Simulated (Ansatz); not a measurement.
**Point defect Sb on the As site (Sb_As) in zinc-blende BAs**

The numbers are results of PBE, PAW (plane waves to 420 eV; Ansatz, a first-principles code), not measurements. Cell and caveats: 64-site cell; 2×2×2 shifted k-points; start: the As site; no spin–orbit coupling; finite-size errors of tenths of an eV.

Neighbours after relaxation, in Å: of the Sb atom: B 2.21, B 2.21, B 2.21, B 2.21.

```tsv
charge	moment (μB)	largest move off a lattice site (Å)
0	not spin-polarised	0.12
```
